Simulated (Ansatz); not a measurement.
## Effect of pressure 30 GPa on PbF2

The reference is PbF2 in the fluorite structure (space group Fm-3m, No. 225; a = 5.921 Å).

Modification: a hydrostatic pressure of 30 GPa.

The values are results of r2SCAN/PAW in Ansatz (a first-principles code), no SOC, not measurements. k-mesh 10×10×10 (Γ-centred); smearing 0.05 eV (Fermi–Dirac).

The volume per atom shrinks by 3.51 Å³ to 13.79 Å³ and the density grows by 2.00 g/cm³ (7.84 g/cm³ → 9.84 g/cm³). The lattice parameter a drops by 0.4316 Å, from 5.921 Å to 5.490 Å and the shortest interatomic distance decreases by 0.187 Å to 2.377 Å. The enthalpy H = E + PV relative to the base's energy comes out as +2.85 eV/atom and the band gap drops by 0.326 eV to 4.61 eV. The gap character goes from indirect, W → X to indirect, W → Γ–X (73 % along) and the smallest direct gap shrinks by 0.177 eV to 4.90 eV. The width of the top valence band goes up by 1.88 eV to 4.06 eV and the electron mass amounts to 0.88 mₑ along k, 0.59 mₑ across (off the special points). The valley order (the lowest conduction-band minima on the path, energy above the VBM, named in the base's zone) becomes a point along ⟨100⟩, about 0.8 Å⁻¹ from Γ 4.61 eV; L along ⟨111⟩ 4.97 eV; a point along ⟨110⟩, about 0.6 Å⁻¹ from Γ 5.41 eV (base: X along ⟨100⟩ 4.93 eV; L along ⟨111⟩ 5.37 eV; a point along ⟨110⟩, about 0.6 Å⁻¹ from Γ 5.77 eV).

Final structure:

```xyz
3
Lattice="0.0000 2.7448 2.7448 2.7448 0.0000 2.7448 2.7448 2.7448 0.0000" Properties=species:S:1:pos:R:3 pbc="T T T"
Pb     0.0000     0.0000     0.0000
F      1.3724     1.3724     1.3724
F      4.1172     4.1172     4.1172
```

Spin-orbit coupling, missing from the scalar runs, can matter with Pb. Load acts through the strain it causes; cell and atoms are relaxed under it. Effective masses come from finite differences of ±0.01 Å⁻¹. Along k means along the line from Γ to the band edge. Whether these cells are dynamically stable was not tested. No other phases were tried under pressure.
